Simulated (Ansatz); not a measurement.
Electronic density of states of amorphous Hf18O33N2, density 9.17 g/cm³, on a 2×2×2 Γ-centred mesh with a Gaussian width of 0.1 eV; energies count from the Fermi level, whose place inside the gap is arbitrary. Cell and mesh are small, so fine structure isn't converged. These are PBE, scalar-relativistic without spin-orbit coupling (plane waves to 420 eV, PAW; Ansatz, a quantum-chemistry and plane-wave program) values and carry that method's errors. Sampling: a 2×2×2 Γ-centred mesh; Fermi-Dirac width 0.02 eV; no spin polarisation. At PBE the levels at the filled edge of the gap are localised (band-tail or defect states), and the nearest spread-out levels lie 3.7 eV apart at the zone centre.

Preparation: random packing, a CHGNet melt and quench, and a DFT relaxation. O and N atoms were pushed apart under 1.9 Å during the dynamics, to hinder bonds among them. The hot cell started wider than the set density and was brought back towards it in steps. It is the lowest in DFT energy of 2 quenches. It is a model cell: composition and starting density were chosen by hand, and all elements were melted together. No dispersion term was used. Its density started from a set value of 9.17 and ended at 9.17 g/cm³. Cooling (nominally 450 K/ps over its main leg) ran many orders faster than in experiment, which tends to leave more defects and strain. Values belong to this one cell and scatter from quench to quench. The volume was held where the preparation left it and the shape relaxed, at a PBE pressure of -1.1 GPa (tension). Stress components on the final sampling reach 1.1 GPa.

| E - EF (eV) | states/(eV atom) |
|---|---|
| -12.00 | 1.10 |
| -11.90 | 0.28 |
| -11.80 | 0.02 |
| -11.70 | 0.00 |
| -11.60 | 0.00 |
| -11.50 | 0.00 |
| -11.40 | 0.00 |
| -11.30 | 0.00 |
| -11.20 | 0.00 |
| -11.10 | 0.00 |
| -11.00 | 0.00 |
| -10.90 | 0.00 |
| -10.80 | 0.00 |
| -10.70 | 0.00 |
| -10.60 | 0.00 |
| -10.50 | 0.00 |
| -10.40 | 0.00 |
| -10.30 | 0.00 |
| -10.20 | 0.00 |
| -10.10 | 0.00 |
| -10.00 | 0.00 |
| -9.90 | 0.00 |
| -9.80 | 0.00 |
| -9.70 | 0.00 |
| -9.60 | 0.00 |
| -9.50 | 0.00 |
| -9.40 | 0.00 |
| -9.30 | 0.00 |
| -9.20 | 0.00 |
| -9.10 | 0.00 |
| -9.00 | 0.00 |
| -8.90 | 0.00 |
| -8.80 | 0.00 |
| -8.70 | 0.00 |
| -8.60 | 0.00 |
| -8.50 | 0.00 |
| -8.40 | 0.00 |
| -8.30 | 0.00 |
| -8.20 | 0.00 |
| -8.10 | 0.00 |
| -8.00 | 0.00 |
| -7.90 | 0.00 |
| -7.80 | 0.00 |
| -7.70 | 0.00 |
| -7.60 | 0.00 |
| -7.50 | 0.01 |
| -7.40 | 0.06 |
| -7.30 | 0.21 |
| -7.20 | 0.39 |
| -7.10 | 0.46 |
| -7.00 | 0.50 |
| -6.90 | 0.59 |
| -6.80 | 0.60 |
| -6.70 | 0.65 |
| -6.60 | 0.74 |
| -6.50 | 0.79 |
| -6.40 | 0.87 |
| -6.30 | 0.90 |
| -6.20 | 0.85 |
| -6.10 | 0.82 |
| -6.00 | 0.87 |
| -5.90 | 0.87 |
| -5.80 | 0.79 |
| -5.70 | 0.79 |
| -5.60 | 0.85 |
| -5.50 | 0.81 |
| -5.40 | 0.74 |
| -5.30 | 0.76 |
| -5.20 | 0.84 |
| -5.10 | 0.78 |
| -5.00 | 0.76 |
| -4.90 | 0.82 |
| -4.80 | 0.84 |
| -4.70 | 0.88 |
| -4.60 | 0.88 |
| -4.50 | 0.85 |
| -4.40 | 0.84 |
| -4.30 | 0.88 |
| -4.20 | 0.90 |
| -4.10 | 0.83 |
| -4.00 | 0.84 |
| -3.90 | 0.89 |
| -3.80 | 0.95 |
| -3.70 | 0.97 |
| -3.60 | 0.95 |
| -3.50 | 0.95 |
| -3.40 | 0.87 |
| -3.30 | 0.83 |
| -3.20 | 0.84 |
| -3.10 | 0.83 |
| -3.00 | 0.81 |
| -2.90 | 0.69 |
| -2.80 | 0.52 |
| -2.70 | 0.44 |
| -2.60 | 0.51 |
| -2.50 | 0.51 |
| -2.40 | 0.55 |
| -2.30 | 0.44 |
| -2.20 | 0.28 |
| -2.10 | 0.37 |
| -2.00 | 0.20 |
| -1.90 | 0.03 |
| -1.80 | 0.09 |
| -1.70 | 0.19 |
| -1.60 | 0.08 |
| -1.50 | 0.01 |
| -1.40 | 0.00 |
| -1.30 | 0.00 |
| -1.20 | 0.00 |
| -1.10 | 0.00 |
| -1.00 | 0.00 |
| -0.90 | 0.00 |
| -0.80 | 0.00 |
| -0.70 | 0.00 |
| -0.60 | 0.00 |
| -0.50 | 0.00 |
| -0.40 | 0.00 |
| -0.30 | 0.00 |
| -0.20 | 0.00 |
| -0.10 | 0.00 |
| 0.00 | 0.00 |
| 0.10 | 0.00 |
| 0.20 | 0.00 |
| 0.30 | 0.00 |
| 0.40 | 0.00 |
| 0.50 | 0.00 |
| 0.60 | 0.00 |
| 0.70 | 0.00 |
| 0.80 | 0.00 |
| 0.90 | 0.00 |
| 1.00 | 0.00 |
| 1.10 | 0.00 |
| 1.20 | 0.00 |
| 1.30 | 0.00 |
| 1.40 | 0.00 |
| 1.50 | 0.01 |
| 1.60 | 0.07 |
| 1.70 | 0.25 |
| 1.80 | 0.39 |
| 1.90 | 0.42 |
| 2.00 | 0.37 |
| 2.10 | 0.44 |
| 2.20 | 0.52 |
| 2.30 | 0.53 |
| 2.40 | 0.59 |
| 2.50 | 0.66 |
| 2.60 | 0.66 |
| 2.70 | 0.66 |
| 2.80 | 0.63 |
| 2.90 | 0.63 |
| 3.00 | 0.66 |
| 3.10 | 0.66 |
| 3.20 | 0.72 |
| 3.30 | 0.76 |
| 3.40 | 0.69 |
| 3.50 | 0.74 |
| 3.60 | 0.75 |
| 3.70 | 0.75 |
| 3.80 | 0.74 |
| 3.90 | 0.72 |
| 4.00 | 0.68 |
| 4.10 | 0.71 |
| 4.20 | 0.77 |
| 4.30 | 0.75 |
| 4.40 | 0.78 |
| 4.50 | 0.75 |

The level gap on this mesh is 3.34 eV; the broadening fills part of it in the curve.
